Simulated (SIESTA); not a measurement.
Input and output of a relaxation of the atoms for NaMg6Si (Amm2, 8 atoms in the cell) (SIESTA).

Method: SIESTA with GGA PBEsol, numerical atomic orbitals DZP, PseudoDojo PBEsol standard norm-conserving potentials (rewritten from UPF to PSML).

```
CELL_PARAMETERS angstrom
      5.02508     0.00000     0.00000
      0.00000     3.17586     5.48458
      0.00000    -3.17586     5.48458
ATOMIC_POSITIONS crystal
  Na 0.50000 0.67020 0.67020
  Mg 0.00000 0.32762 0.83674
  Mg 0.00000 0.83674 0.32762
  Mg 0.00000 0.33250 0.33250
  Mg 0.50000 0.15655 0.67269
  Mg 0.50000 0.67269 0.15655
  Mg 0.50000 0.16500 0.16500
  Si 0.00000 0.83871 0.83871
```

Reference input (self-consistent single point, DFT, GGA PBEsol, numerical atomic orbitals DZP, PseudoDojo PBEsol standard norm-conserving potentials (rewritten from UPF to PSML)): XC.functional = GGA; XC.authors = PBEsol; potentials = PseudoDojo PBEsol standard; PAO.BasisSize = DZP; PAO.EnergyShift = 0.005 Ry; MeshCutoff = 400 Ry; kgrid.MonkhorstPack = 5 5 5; OccupationFunction = FD; ElectronicTemperature = 100 meV; MaxSCFIterations = 150; SCF.Mixer.Method = Pulay; SCF.Mixer.Weight = 0.1. This run's input differs from it in these lines:

```diff
@@ -48,2 +48,5 @@
 Diag.ParallelOverK           true
+MD.TypeOfRun                 FIRE
+MD.Steps                     40
+MD.MaxForceTol               0.02 eV/Ang
 WriteForces                  true
```

The program printed (abridged):

```
        iscf     Eharris(eV)        E_KS(eV)     FreeEng(eV)     dDmax    Ef(eV) dHmax(eV)
   scf:    1   -11006.835448   -11032.902048   -11033.023955  2.084098 -3.784896  4.398318
   scf:    2   -11034.515653   -11033.779750   -11033.909226  0.148038 -3.758025  3.480434
   scf:    3   -11034.506215   -11034.413214   -11034.540047  0.330684 -3.707076  1.708340
   scf:    4   -11034.499998   -11034.471814   -11034.604704  0.089193 -3.759990  0.348647
   scf:    5   -11034.475578   -11034.473867   -11034.606570  0.010400 -3.761413  0.245709
   [... 2 lines left out ...]
   scf:    8   -11034.478358   -11034.478289   -11034.610194  0.001677 -3.767252  0.008284
   scf:    9   -11034.478176   -11034.478234   -11034.610199  0.001203 -3.767334  0.001795
   scf:   10   -11034.478228   -11034.478231   -11034.610200  0.000196 -3.767448  0.000466
   scf:   11   -11034.478237   -11034.478234   -11034.610200  0.000047 -3.767455  0.000350
SCF Convergence by DM+H criterion
max |DM_out - DM_in|         :     0.0000465492
max |H_out - H_in|      (eV) :     0.0003504047
SCF cycle converged after 11 iterations

Using DM_out to compute the final energy and forces

siesta: E_KS(eV) =           -11034.4782

siesta: E_KS - E_eggbox =    -11034.4782

siesta: Atomic forces (eV/Ang):
     1    0.000000    0.000000    0.016351
     2   -0.000000    0.108176    0.046270
     3   -0.000000   -0.108176    0.046270
     4    0.000000   -0.000000    0.038025
     5    0.000000   -0.030614   -0.063201
     6   -0.000000    0.030614   -0.063201
     7    0.000000   -0.000000    0.050982
     8   -0.000000   -0.000000   -0.019254
   Tot   -0.000000    0.000000    0.052243
   Max    0.108176
   Res    0.041948    sqrt( Sum f_i^2 / 3N )
   Max    0.108176    constrained

   [... lines left out ...]
outcell: Cell volume (Ang**3)        :    175.0559
        iscf     Eharris(eV)        E_KS(eV)     FreeEng(eV)     dDmax    Ef(eV) dHmax(eV)
siesta: FreeEng =    -11034.614701
siesta: Cell volume =        175.055896 Ang**3
siesta:          20.47184796         20.40920338  kBar
   [... lines left out ...]

mulliken: Qtot =       73.000

Mulliken Atomic Populations:
Atom #   charge [q] valence [e]  Species
     1     0.761439    8.238561  Na
     2     0.099417    9.900583  Mg
     3     0.099417    9.900583  Mg
     4     0.041404    9.958596  Mg
     5     0.163225    9.836775  Mg
     6     0.163225    9.836775  Mg
     7    -0.360454   10.360454  Mg
     8    -0.967673    4.967673  Si
 Total    -0.000000
```

The run converged. 

Summary of the result:
| Quantity | Result |
|---|---|
| Free energy E − TS | -11034.6147 eV |
| Fermi level (on the code's own zero) | -3.77 eV |
| Pressure | 2.05 GPa |
| Largest force (vector length) | 0.019 eV/Å |
| Relaxation steps | 12 |

The starting cell comes from a database of computed structures (which also holds hypothetical and non-ambient phases and stackings), without a prior relaxation at this level. Its lattice was rescaled by a random factor within 2.5 % of one. Values carry the incompleteness of an atom-centred basis.

Cost on one core of a shared machine: roughly 8 min.
